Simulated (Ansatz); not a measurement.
A self-consistent single point of BaHfO3 (Pm-3m, 5 atoms in the cell) with Ansatz (a quantum-chemistry and plane-wave program).

Method of the run: PBE, PAW files at level accurate (plane waves; Ansatz).

```
BaHfO3
1.0
    4.09994     0.00000     0.00000
    0.00000     4.09994     0.00000
    0.00000     0.00000     4.09994
Ba Hf O
1 1 3
Direct
  0.00000   0.00000   0.00000
  0.50000   0.50000   0.50000
  0.50000   0.00000   0.50000
  0.00000   0.50000   0.50000
  0.50000   0.50000   0.00000
```

Reference input (self-consistent single point, DFT, PBE, plane waves, default PAW files): basis.ecutwfc = 30.9 Ry; kpoints.mp_grid.grid = 6 6 6; hamiltonian.xc = pbe; hamiltonian.pseudopotentials = {kind: paw} (the program's default PAW files); scf.occupations.method = gaussian; scf.occupations.width = 0.0015 Ry. This run's input differs from it in these lines:

Ansatz 0.2 input:
```diff
@@ -11,4 +11,2 @@
     - { symbol: O, position: [0.500000, 0.500000, 0.000000] }
-basis:
-  ecutwfc: 30.9 Ry
 kpoints:
@@ -17,3 +15,3 @@
   xc: pbe
-  pseudopotentials: { kind: paw }
+  pseudopotentials: { kind: paw, level: accurate }
 scf:
```

The program printed (abridged):

```
SCF iter   1: F=—  HF=-23384.248896 eV  |F-HF|=—  |Δ(HF+E_count)|=         —  Δρ=8.53e-2  dr2=3.14e0  ethr=3.10e-3  ⟨swp⟩=7.2  Hψ=2849  notcnv=0
all-band conjugate gradients solve this SCF's bands
preconditioner: auto → Resta (q_TF=auto, 2.620 Å⁻¹)
SCF iter   2: F=—  HF=-23383.397316 eV  |F-HF|=—  |Δ(HF+E_count)|=   8.52e-1  Δρ=3.49e-2  dr2=4.99e-1  ethr=3.10e-3  ⟨swp⟩=3.0  Hψ=1547  notcnv=0  defer=28
   [... lines left out ...]
SCF iter   6: F=—  HF=-23383.240044 eV  |F-HF|=—  |Δ(HF+E_count)|=   7.60e-4  Δρ=2.81e-4  dr2=3.43e-5  ethr=3.35e-6  ⟨swp⟩=2.0  Hψ=1262  notcnv=0  defer=28
SCF iter   7: F=—  HF=-23383.240032 eV  |F-HF|=—  |Δ(HF+E_count)|=   1.18e-5  Δρ=1.22e-4  dr2=8.76e-6  ethr=6.35e-8  ⟨swp⟩=2.0  Hψ=1159  notcnv=0  defer=28
SCF iter   8: F=—  HF=-23383.240049 eV  |F-HF|=—  |Δ(HF+E_count)|=   1.72e-5  Δρ=3.03e-5  dr2=5.20e-7  ethr=1.62e-8  ⟨swp⟩=2.0  Hψ=1166  notcnv=0  defer=28
SCF iter   9: F=-23383.240050 eV  HF=-23383.240050 eV  |F-HF|=8.19e-9  |Δ(HF+E_count)|=   6.47e-7  Δρ=6.20e-6  dr2=3.17e-8  ethr=1.85e-10  ⟨swp⟩=13.2  Hψ=4040  notcnv=0
SCF 1 converged in 9 iterations: F = -23383.240050 eV  dr2 = 3.17e-8
Free energy (F): -23383.240050 eV
Internal energy: -23383.240050 eV  (E = F + TS)
E sigma→0 (E₀):  -23383.240050 eV
Fermi energy:    13.833444 eV
--- Forces (eV/Å), atoms counted from 1 ---
  atom   1  Ba     0.00000000     0.00000000     0.00000000
   [... zero for the other atoms too ...]
--- Stress (GPa, compression-positive) ---
       14.179099       0.000000       0.000000
        0.000000      14.179099       0.000000
       -0.000000       0.000000      14.179099
  P = ⅓ Tr σ = 14.1791 GPa (141.791 kbar)
  The stress holds the Pulay correction. Without it, at fixed plane waves, as pw.x and ABINIT print it: P = 14.1312 GPa
```

The run converged in 9 iterations. Against the reference run the pressure moves little (14.11 to 14.18 GPa) and the gap on the mesh moves little (3.775 to 3.771 eV). The full log also holds: “WARN basis.ecutwfc = 900 eV, the default”.

The starting cell has typed, rounded lattice constants, without a prior relaxation at this level. Its lattice was rescaled by a random factor within 2.5 % of one. Spin-orbit coupling is off. With a pressure of about 14 GPa the cell is away from its equilibrium volume at this level. Ansatz's pressure includes its estimate of the finite-basis (Pulay) stress.
